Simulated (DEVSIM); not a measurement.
Structure: Schottky contact on n-type GaP, at 350 K.

Layer 1 from the left is GaP, thickness (μm) 1.20, Nd (cm⁻³) 2.3e17, τn (s) 1.5e-6, τp (s) 1.5e-6. Layer 2 from the left is GaP, thickness (μm) 16.0, Nd (cm⁻³) 1.4e18, τn (s) 1.5e-6, τp (s) 1.5e-6.

Left contact: Schottky, work function 4.79 eV, emission velocity 2.4e6 cm/s. Right contact: ohmic. Voltage is applied to the left contact. Recombination: SRH at mid-gap, Auger. Mobility is constant in doping.

The device is made up for the run: typed textbook-type constants, with dimensions and the other settings drawn at random. Values at 300 K; Nc and Nv go as T^1.5, mobilities as T to minus their exponent, the gap by Varshni's rule with the affinity fixed.

GaP: gap (eV) 2.26, affinity (eV) 3.8, permittivity 11.1, Nc (cm⁻³) 1.8e19, Nv (cm⁻³) 1.9e19, μn (cm²/Vs) 250, μp (cm²/Vs) 150, T exponent of μn 1.6, T exponent of μp 1.98, Cn (cm⁶/s) 1e-30, Cp (cm⁶/s) 1e-30, Varshni α (eV/K) 0.00058, Varshni β (K) 372.

DEVSIM, 1D drift-diffusion, Boltzmann statistics, complete ionisation; no tunnelling, impact ionisation, image-force lowering or self-heating. Metal contacts follow the ideal Schottky-Mott rule: no Fermi-level pinning, no interface dipoles.

### Question
What does the simulation give for the dark forward voltage at 1 A/cm², the potential step across the device at zero bias, the dark forward voltage at 100 A/cm²?

### Answer
dark forward voltage at 1 A/cm² 0.511 V; potential step across the device at zero bias 0.906 V; dark forward voltage at 100 A/cm² 0.656 V.
